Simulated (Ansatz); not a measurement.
Cohesive energy (eV/atom) of solids drawn from the class of intermetallic compounds, at two levels: PBE (PAW; Ansatz, an electronic-structure program), and r²SCAN+rVV10 (PAW; Ansatz).

```json
[
 {"solid": "CsCl-type RuAl", "PBE": "5.74", "r²SCAN+rVV10": "5.92", "shift (eV/atom)": "+0.18"},
 {"solid": "CsCl-type CuZn", "PBE": "2.41", "r²SCAN+rVV10": "3.02", "shift (eV/atom)": "+0.61"},
 {"solid": "L1₀ (CuAu-type) TiAl", "PBE": "4.76", "r²SCAN+rVV10": "4.77", "shift (eV/atom)": "+0.01"},
 {"solid": "L1₂ (Cu3Au-type) Al3Sc", "PBE": "4.06", "r²SCAN+rVV10": "4.35", "shift (eV/atom)": "+0.29"},
 {"solid": "L1₂ (Cu3Au-type) Ni3Al", "PBE": "4.86", "r²SCAN+rVV10": "5.04", "shift (eV/atom)": "+0.18"},
 {"solid": "L1₀ (CuAu-type) CuAu", "PBE": "3.34", "r²SCAN+rVV10": "4.03", "shift (eV/atom)": "+0.69"},
 {"solid": "CsCl-type PdIn", "PBE": "3.50", "r²SCAN+rVV10": "4.13", "shift (eV/atom)": "+0.63"},
 {"solid": "L1₂ (Cu3Au-type) Ni3Fe", "PBE": "4.89", "r²SCAN+rVV10": "5.04", "shift (eV/atom)": "+0.15"},
 {"solid": "fluorite AuAl2", "PBE": "3.74", "r²SCAN+rVV10": "4.22", "shift (eV/atom)": "+0.48"}
]
```

The shifts run from +0.01 eV/atom to +0.69 eV/atom, with a median of +0.29 eV/atom.

Of 9 rows, r²SCAN+rVV10 is the larger in 9 and the smaller in 0.

Ansatz's runs of these crystals have no spin polarisation, but for L1₂ (Cu3Au-type) Ni3Al, L1₂ (Cu3Au-type) Ni3Fe. Meta-GGAs and exact exchange favour moments, which can bear on L1₂ (Cu3Au-type) Ni3Al, L1₂ (Cu3Au-type) Ni3Fe.

Density-functional runs with spin start from parallel moments for L1₂ (Cu3Au-type) Ni3Al, parallel moments for L1₂ (Cu3Au-type) Ni3Fe.

Spin–orbit coupling is left out, also for the solids with elements from indium on (L1₀ (CuAu-type) CuAu, CsCl-type PdIn, fluorite AuAl2); its size isn't shown.

Free atoms are spin-polarised, in the lowest state found; at levels without +SOC their spin–orbit coupling is left out. Each level is taken at its own relaxed cell. Ansatz's density-functional and Hartree–Fock values are scalar-relativistic unless marked +SOC, with PAW data made under PBE.
